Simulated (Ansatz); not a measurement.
An ideal cubic perovskite cell is held by its symmetry; such compounds can tilt or shift off centre at room temperature. Cells marked so need not be the phases stable at ambient conditions, and some may be hypothetical.

 Where the default PAW files enter, the runs use the earlier of Ansatz's two default sets.

No gap correction and no spin-orbit coupling; mid-gap values are interpolated between computed energies.

A. BaO (Fm-3m, rock salt, 2 atoms a cell, 21.7 Å³ an atom, -3 GPa at this level), along the normal of (001)
B. Ca₃BiN (Pm-3m, anti-perovskite, not sure to be the ambient phase, 5 atoms a cell, 23.5 Å³ an atom, -2 GPa at this level), along the normal of (110)
C. Li$_{3}$BrO (Pm-3m, anti-perovskite, not sure to be the ambient phase, 5 atoms a cell, 12.3 Å³ an atom), along the normal of (001)
D. Rb2PtC2 (P-3m1, not sure to be the ambient phase, 5 atoms a cell, 26.3 Å³ an atom), along the normal of (001)

Order them by mid-gap decay constant of the slowest evanescent state (highest first) at the level PBEsol (Ansatz, a quantum-chemistry and plane-wave program).

C (0.29 1/Å), A (0.24 1/Å), D (0.09 1/Å), B (0.04 1/Å)
